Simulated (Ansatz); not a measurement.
## Response to strain in ScAg

The parent structure is ScAg in the CsCl type structure (space group Pm-3m, No. 221; relaxed with 0.1 eV smearing).

```
ScAg
1.0
    3.38307     0.00000     0.00000
    0.00000     3.38307     0.00000
    0.00000     0.00000     3.38307
Sc Ag
1 1
Cartesian
  1.69154   1.69154   1.69154
  0.00000   0.00000   0.00000
```

Cartesian axes are those of the cell as printed.

Strains are applied to the cell and any free atomic positions relax; under biaxial strain the out-of-plane vector relaxes too; under stress the whole cell relaxes.

Calculations: PBEsol, PAW, 420 eV (Ansatz, an electronic-structure program; no SOC).

Notes on the quantities. energy relative to the base: free energy F.

```csv
change,energy relative to the base,space group,volume per atom
base,0 meV/atom,Pm-3m (No. 221),19.36 Å³
"biaxial strain −3.43 %, plane normal [001], relaxed out of plane",+11 meV/atom,P4/mmm (No. 123),19.00 Å³
isotropic strain +1.79 %,+15 meV/atom,Pm-3m (No. 221),20.42 Å³
"uniaxial stress, 5 GPa tension along z",+69 meV/atom,P4/mmm (No. 123),19.61 Å³
tensor shear ε_yz = +0.62 %,+0.4 meV/atom,Cmmm (No. 65),19.36 Å³
"uniaxial stress, 5 GPa tension along x",+69 meV/atom,P4/mmm (No. 123),19.61 Å³
```

Beyond what the load breaks, stability against distortions was not tested. The final runs are not spin-polarised. Under uniaxial stress, 5 GPa tension along z and uniaxial stress, 5 GPa tension along x the cell changed shape so far that it is another structure.
